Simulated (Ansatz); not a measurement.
The parent structure is Al in the fcc (Cu type) structure (space group Fm-3m, No. 225; a = 3.9937 Å; relaxed with 0.1 eV smearing). Axes: x, y, z lie along the cube axes.

Method: Ansatz (a program for electronic structure) r2SCAN, scalar-relativistic without spin-orbit coupling.

Strains are applied to the cell and any free atomic positions relax; under biaxial strain the out-of-plane vector relaxes too.

One change was made to it. Results:

The energy increases by 3.2 meV/atom; the pressure (mean of the normal stresses, compression positive) goes from zero to -1.1 GPa.

Task: Name the change that was made.
(A) isotropic strain +5.94 %
(B) biaxial strain −0.27 %, plane normal [001], relaxed out of plane
(C) strain tensor (xx, yy, zz, yz, xz, xy) = (+1.52, +0.77, −0.87, −0.93, +1.02, +0.19) %

Result: C, strain tensor (xx, yy, zz, yz, xz, xy) = (+1.52, +0.77, −0.87, −0.93, +1.02, +0.19) %. For comparison, the energy relative to the base in the other runs: isotropic strain +5.94 % gives +118 meV/atom; biaxial strain −0.27 %, plane normal [001], relaxed out of plane gives +0.1 meV/atom.

No phonon test of stability was made.
